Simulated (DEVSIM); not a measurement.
**Si p-i-n diode**

System: Si p-i-n diode, at 300 K.

```
layer (left to right)  material  thickness (μm)  Nd (cm⁻³)  Na (cm⁻³)  τn (s)  τp (s)
---------------------  --------  --------------  ---------  ---------  ------  ------
1                            Si           0.920          -     2.3e18  2.6e-6  2.6e-6
2                            Si            45.0     1.1e11          -  2.6e-6  2.6e-6
3                            Si            1.00     6.2e17          -  2.6e-6  2.6e-6
```

Left contact: ohmic. Right contact: ohmic. Voltage is applied to the left contact. Recombination: SRH at mid-gap. Mobility is constant in doping.

Constants are typed, rounded textbook-type inputs, not results; the design itself was drawn at random and stands for no fabricated device. Values at 300 K.

```
parameter           Si
-------------  -------
gap (eV)         1.124
affinity (eV)     4.05
permittivity      11.7
Nc (cm⁻³)      2.86e19
Nv (cm⁻³)       3.1e19
μn (cm²/Vs)       1417
μp (cm²/Vs)        470
```

Simulated with DEVSIM: 1D drift-diffusion, Boltzmann statistics, complete ionisation; no tunnelling, impact ionisation, image-force lowering or self-heating.

The potential step across the device at zero bias comes out as 0.958 V and the dark forward voltage at 1 A/cm² comes out as 0.656 V. The dark forward voltage at 100 A/cm² is 0.826 V.

Dark forward current:

(V (V), J (A/cm²)): (0.05, 9.6e-7); (0.10, 4.3e-6); (0.15, 1.6e-5); (0.20, 5.2e-5); (0.25, 0.00015); (0.30, 0.00043); (0.35, 0.0012); (0.40, 0.0031); (0.45, 0.0085); (0.50, 0.023); (0.55, 0.068); (0.60, 0.22); (0.65, 0.83); (0.70, 3.6); (0.75, 15); (0.80, 57); (0.85, 170); (0.90, 400); (0.95, 800); (1.00, 1400); (1.05, 2200)
